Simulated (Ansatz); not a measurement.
Consider BeS in the zinc blende structure (space group F-43m, No. 216; a = 4.869 Å). Axes: x, y, z lie along the cube axes.

Computed with Ansatz (a first-principles code), r2SCAN, PAW, cutoff 500 eV, spin-orbit coupling left out.

Base values:

| Quantity | Value |
|---|---|
| Band gap | 3.59 eV |
| Valence-band top at Γ | 0.00, 0.00, 0.00 eV |

Now apply this change: tensor shear ε_xy = +0.86 % (engineering shear γ = 0.0172); the atoms relax in the strained cell.

Question: How does this affect the band gap, stress, valence-band top at Γ and energy relative to the base?

Answer: The band gap falls by 0.08 eV (3.59 eV → 3.51 eV); the stress (xx, yy, zz, yz, xz, xy; compression positive) amounts to (0.03, 0.03, -0.01, 0.00, 0.00, -1.50) GPa; the valence-band top at Γ (three highest levels, from the VBM) goes from 0.00, 0.00, 0.00 eV to 0.00, -0.07, -0.13 eV; the energy increases by 1.2 meV/atom.

Stability against distortions was not tested.
